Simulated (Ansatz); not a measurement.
Defect migration in beta Ga2O3: O vacancy, charge state +2. The step: a nearby O atom hops onto the vacant site (strongly reconstructed ends); the atom moves 3.02 Å along (0.16, -0.49, 0.37) of the unit cell; at the start one Ga stands off the lattice site; at the end one Ga stands and one Ga stands off the lattice site; the moving atom starts with neighbours Ga at 1.82, Ga at 1.87, Ga at 2.00 Å and ends with Ga at 1.78, Ga at 1.96, Ga at 1.99 Å. DFT values are from Ansatz (plane-wave PAW, 420 eV unless said) in a cell of 120 host sites, spin-restricted, static, with no finite-size correction. The charge state is imposed; whether it is stable for some Fermi level was not computed. Forms of the defect that were not tried may lie lower. The start lies 0.15 eV above the lowest site run (PBE). For the PBE band: the saddle point's order was not checked.

| Level | Forward barrier (eV) | Cost of the band or of the saddle's single point |
|---|---|---|
| PBE, the Γ point alone, band relaxed | 1.54 | roughly 70 core-minutes |
| PBE, a 2×2×2 k-point mesh shifted by half a step, same geometries | 1.56 | around 11 core-minutes (rough) |
| r2SCAN at 500 eV, the Γ point alone, same geometries | [?] | around 3 core-minutes (rough) |

What belongs in the gaps?


- r2SCAN at 500 eV, the Γ point alone, same geometries, Forward barrier (eV): 1.60

Ansatz is a program for electronic structure.
